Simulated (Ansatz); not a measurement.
Gap of a (5,0) BN nanotube at several levels, all on one geometry.

Levels: PBE (plane waves to 420 eV, PAW; Ansatz, a quantum-chemistry and plane-wave program); r2SCAN (plane waves to 500 eV, PAW; Ansatz); HSE06 run with Ansatz. Unmarked values and the geometry are of the first. Mesh 1×1×8. No spin polarisation. It repeats along c; a and b span vacuum. An idealised model, rolled from the flat sheet. Symmetry and one short period hold its shape; lower forms weren't sought. HSE06 ran on a 1×1×4 mesh and at PBE's edge points.

```
level   gap (eV)
------  --------
PBE         2.22
r2SCAN       [?]
HSE06       3.52
```

### Question
Some entries are withheld; supply them.

### Answer

- r2SCAN, gap (eV): 2.73
